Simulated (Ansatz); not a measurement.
# CdF$_{2}$ (Fm-3m): band-edge transport data

Given:

```
CdF2
1.0
    0.00000     2.69199     2.69199
    2.69199     0.00000     2.69199
    2.69199     2.69199     0.00000
Cd F
1 2
Cartesian
  0.00000   0.00000   0.00000
  1.34600   1.34600   1.34600
  4.03799   4.03799   4.03799
```

Method: PBEsol, rigid bands (plane waves, PAW, scalar-relativistic; Ansatz, a program for electronic structure). Geometry: cell and atoms relaxed with PBEsol.

| Quantity | Result |
|---|---|
| band gap | 2.95 eV |
| electron conductivity mass (300 K, dilute) | 0.38 mₑ |
| hole conductivity mass (300 K, dilute) | 3.0 mₑ |
| effective density of states N_c (300 K) | 6.1e18 cm⁻³ |
| effective density of states N_v (300 K) | 9.5e20 cm⁻³ |
| density-of-states mass, electrons | 0.39 mₑ |
| density-of-states mass, holes | 11.3 mₑ |
| Seebeck coefficient, n-type 1e19 cm⁻³, 300 K | -181 μV/K |
| best n-type power factor at 300 K for τ = 10 fs (best axis; densities from 1e16 to 1e21 cm⁻³ tried, whether or not they can be reached) | 2.5 μW/(cm·K²) at 3e19 cm⁻³ |
| Seebeck coefficient, p-type 1e19 cm⁻³, 300 K | 603 μV/K |

Rigid bands; masses and Seebeck coefficients take one relaxation time τ for all states and one kind of carrier; polarons and phonon drag are left out. Spin-orbit coupling is left out; where it splits the top of the valence band, N_v and the p-type Seebeck coefficient come out somewhat high without it.

Formula and space group known from diffraction (Crystallography Open Database), not checked to be the room-temperature form: CdF2 (Fm-3m).
